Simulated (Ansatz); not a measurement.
Consider Ta in the bcc (W type) structure (space group Im-3m, No. 229; a = 3.306 Å; relaxed with 0.1 eV smearing). Axes: x, y, z lie along the cube axes.

All numbers come from r2SCAN in Ansatz (plane waves to 500 eV, PAW, spin-orbit coupling left out), earlier PAW set.

A first run, uniaxial strain ε_xx = −1.32 %, gives secant values C11 ≈ 280 GPa and C12 ≈ 170 GPa from its stress. A second run applies uniaxial stress, 2 GPa compression along x.

Problem. What does linear elasticity predict for Young's modulus in the second run, and what does the run give?

Solution. Linear elasticity: (C11 − C12)(C11 + 2 C12)/(C11 + C12) = 150 GPa. The run gives 150 GPa; any difference comes from nonlinear terms at these strains and numerical noise.

Beyond what the load breaks, stability against distortions was not tested. The final runs are not spin-polarised.

Ansatz is a program for electronic structure.
